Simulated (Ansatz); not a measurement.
The structure below was relaxed with plane-wave PAW DFT at the PBEsol level (Ansatz, a program for electronic structure, 420 eV), no spin-orbit coupling, at pressure 0.9 GPa.

```
Hf
1.0
    3.15066     0.00000     0.00000
   -1.57533     2.72855     0.00000
    0.00000     0.00000     4.98804
Hf
2
Cartesian
  1.57533   0.90952   3.74103
  0.00000   1.81903   1.24701
```

**Question.** Find the space group and the Wyckoff positions.

**Answer.** Space group P6₃/mmc (No. 194); a = 3.1507 Å, b = 3.1507 Å, c = 4.9880 Å, α = 90.00°, β = 90.00°, γ = 120.00°

| atom | site | symmetry | x | y | z |
|---|---|---|---|---|---|
| Hf | 2c | -6m2 | 0.3333 | 0.6667 | 0.2500 |

**Question.** Describe the coordination.

**Answer.** The crystal has 2 atoms in its conventional cell. Lattice parameters: a = b = 3.151 Å, c = 4.988 Å, α = β = 90.00°, γ = 120.00°. Hf has 12 Hf at 3.087–3.151 Å (anticuboctahedral). (Neighbours: up to the widest gap in distance over summed covalent radii, below 1.35, at either atom.)

Load acts through the strain it causes; cell and atoms are relaxed under it. Whether these cells are dynamically stable was not tested. The final runs are not spin-polarised. The cell was made from Hf in the hcp (Mg type) structure (space group P6_3/mmc, No. 194) by this change: pressure 0.9 GPa.
